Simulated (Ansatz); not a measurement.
Input:

End structure of the (332) surface of fcc Ir in its 1x1 cell, outermost plane spacing 0.41 Å in the ideal cut:

```yaml
crystal:
  lattice:
    - [2.73720, 0.00000, 0.00000]
    - [0.00000, 12.83860, 0.00000]
    - [0.00000, 0.00000, 26.50000]
  atoms:
    - { symbol: Ir, position: [0.50000, 0.80797, 0.30961] }
    - { symbol: Ir, position: [0.00000, 0.63313, 0.32354] }
    - { symbol: Ir, position: [0.50000, 0.45365, 0.33923] }
    - { symbol: Ir, position: [0.00000, 0.27290, 0.35449] }
    - { symbol: Ir, position: [0.50000, 0.09404, 0.36937] }
    - { symbol: Ir, position: [0.00000, 0.91304, 0.37973] }
    - { symbol: Ir, position: [0.50000, 0.72642, 0.39966] }
    - { symbol: Ir, position: [0.00000, 0.54361, 0.41548] }
    - { symbol: Ir, position: [0.50000, 0.36268, 0.43091] }
    - { symbol: Ir, position: [0.00000, 0.18020, 0.44653] }
    - { symbol: Ir, position: [0.50000, 0.99865, 0.46046] }
    - { symbol: Ir, position: [0.00000, 0.81853, 0.47614] }
    - { symbol: Ir, position: [0.50000, 0.63675, 0.49154] }
    - { symbol: Ir, position: [0.00000, 0.45416, 0.50846] }
    - { symbol: Ir, position: [0.50000, 0.27238, 0.52386] }
    - { symbol: Ir, position: [0.00000, 0.09226, 0.53954] }
    - { symbol: Ir, position: [0.50000, 0.91071, 0.55347] }
    - { symbol: Ir, position: [0.00000, 0.72823, 0.56909] }
    - { symbol: Ir, position: [0.50000, 0.54730, 0.58452] }
    - { symbol: Ir, position: [0.00000, 0.36449, 0.60034] }
    - { symbol: Ir, position: [0.50000, 0.17787, 0.62027] }
    - { symbol: Ir, position: [0.00000, 0.99687, 0.63063] }
    - { symbol: Ir, position: [0.50000, 0.81800, 0.64551] }
    - { symbol: Ir, position: [0.00000, 0.63726, 0.66077] }
    - { symbol: Ir, position: [0.50000, 0.45778, 0.67646] }
    - { symbol: Ir, position: [0.00000, 0.28294, 0.69039] }
```

Slab: 26 atoms, 10.3 Å thick at the start (thin: gaps and levels are the slab's own); k 14x3x1, smearing 0.1 eV, dipole-corrected; all atoms relaxed; held to the start's symmetry, so lower structures may exist; no spin, no spin-orbit, no U.

**Question.** What work function of the top face does Ansatz (a first-principles code) with PBE give?

**Answer.** 5.31 eV

**Question.** Give the surface energy (mean of both faces) at the level PBE.

**Answer.** 2.52 J/m²
